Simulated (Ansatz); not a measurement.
The starting structures come from a database of crystals and need not be the phases stable at ambient conditions.

Evanescent states of B$_{6}$P (R-3m, not sure to be the ambient phase, 14 atoms a cell, 8.7 Å³ an atom) along the normal of (001)

All values below come from r2SCAN (plane waves, PAW; Ansatz, a first-principles code).

The gap is the functional's own, uncorrected, and κ follows it; spin-orbit coupling is left out. Mid-gap values are interpolated between the computed energies.

Energies count from the valence-band top; κ is the least over a 6×6 mesh across the current.

```json
[
 {"E (eV)": "0.07", "κ (1/Å)": "0.076", "where": "Γ"},
 {"E (eV)": "0.21", "κ (1/Å)": "0.130", "where": "Γ"},
 {"E (eV)": "0.35", "κ (1/Å)": "0.166", "where": "Γ"},
 {"E (eV)": "0.49", "κ (1/Å)": "0.195", "where": "Γ"},
 {"E (eV)": "0.63", "κ (1/Å)": "(withheld)", "where": "Γ"},
 {"E (eV)": "0.77", "κ (1/Å)": "(withheld)", "where": "Γ"},
 {"E (eV)": "0.91", "κ (1/Å)": "(withheld)", "where": "Γ"},
 {"E (eV)": "1.05", "κ (1/Å)": "(withheld)", "where": "Γ"},
 {"E (eV)": "1.19", "κ (1/Å)": "(withheld)", "where": "off Γ"},
 {"E (eV)": "1.33", "κ (1/Å)": "(withheld)", "where": "off Γ"},
 {"E (eV)": "1.47", "κ (1/Å)": "(withheld)", "where": "off Γ"},
 {"E (eV)": "1.61", "κ (1/Å)": "(withheld)", "where": "off Γ"},
 {"E (eV)": "1.75", "κ (1/Å)": "(withheld)", "where": "off Γ"},
 {"E (eV)": "1.89", "κ (1/Å)": "(withheld)", "where": "off Γ"},
 {"E (eV)": "2.03", "κ (1/Å)": "(withheld)", "where": "off Γ"},
 {"E (eV)": "2.17", "κ (1/Å)": "0.173", "where": "off Γ"},
 {"E (eV)": "2.31", "κ (1/Å)": "0.148", "where": "off Γ"},
 {"E (eV)": "2.45", "κ (1/Å)": "0.118", "where": "off Γ"},
 {"E (eV)": "2.59", "κ (1/Å)": "0.072", "where": "off Γ"}
]
```

Q: Fill in the missing entries.

A: 
- 0.63, κ (1/Å): 0.218
- 0.77, κ (1/Å): 0.237
- 0.91, κ (1/Å): 0.252
- 1.05, κ (1/Å): 0.264
- 1.19, κ (1/Å): 0.270
- 1.33, κ (1/Å): 0.261
- 1.47, κ (1/Å): 0.250
- 1.61, κ (1/Å): 0.238
- 1.75, κ (1/Å): 0.225
- 1.89, κ (1/Å): 0.210
- 2.03, κ (1/Å): 0.193
